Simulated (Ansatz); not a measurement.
The reference is Cu in the fcc (Cu type) structure (space group Fm-3m, No. 225; a = 3.5184 Å; relaxed with 0.1 eV smearing).

Calculations: LDA (Ansatz, a quantum-chemistry and plane-wave program, PAW, no spin-orbit coupling).

Before the change:

| Item | Value |
|---|---|
| Pressure | 0.0 GPa |

One thing is altered: the cell is scaled by 0.9800 in all directions; the atoms relax in the strained cell.

Q: How does this affect the energy relative to the base?

A: The energy increases by 25 meV/atom.

Q: What happens to the pressure?

A: The pressure goes from zero to 13.3 GPa.

Stability against distortions was not tested. All final runs are without spin polarisation.
